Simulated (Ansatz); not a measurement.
```xyz
1
Lattice="0.0057 1.9552 1.9552 1.9552 0.0057 1.9552 1.9609 1.9609 0.0000" Properties=species:S:1:pos:R:3 pbc="T T T"
Pd     0.0000     0.0000     0.0000
```

No spin polarisation.

Method: r2SCAN (Ansatz, a first-principles code; PAW; 500 eV plane waves; no SOC). k-mesh 29×29×29 (Γ-centred); smearing 0.1 eV (Fermi–Dirac).

Task: Predict the stress, band gap and space group.

Result: The stress (xx, yy, zz, yz, xz, xy; compression positive) comes out as (0.0, 0.0, 0.0, 0.0, 0.0, -0.4) GPa. The band gap comes out as zero and the space group is Immm (No. 71).

The cells carry an imposed strain or load. Stability against distortions was not tested. The final runs are not spin-polarised. The cell was made from Pd in the fcc (Cu type) structure (space group Fm-3m, No. 225) by this change: tensor shear ε_xy = +0.29 %. Pd has a high density of states at the Fermi level and may be magnetic at this level.
